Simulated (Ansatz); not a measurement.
Start from Ag in the fcc (Cu type) structure (space group Fm-3m, No. 225; a = 4.054 Å; relaxed with 0.1 eV smearing). Axes: x, y, z lie along the cube axes.

Level of theory: Ansatz (a first-principles code) PBEsol, spin-orbit coupling left out.

The change: biaxial strain −2.08 %, plane normal [111], relaxed out of plane (Cartesian); in-plane vectors clamped, the third vector and the atoms free.

Q: Predict the new out-of-plane strain.

A: The out-of-plane strain comes out as +1.78 %.

Q: Predict the new energy relative to the base.

A: The energy grows by 10 meV/atom.

Q: What happens to the in-plane stress?

A: The mean in-plane stress (compression positive) is +5.1 GPa.

No phonon test of stability was made.
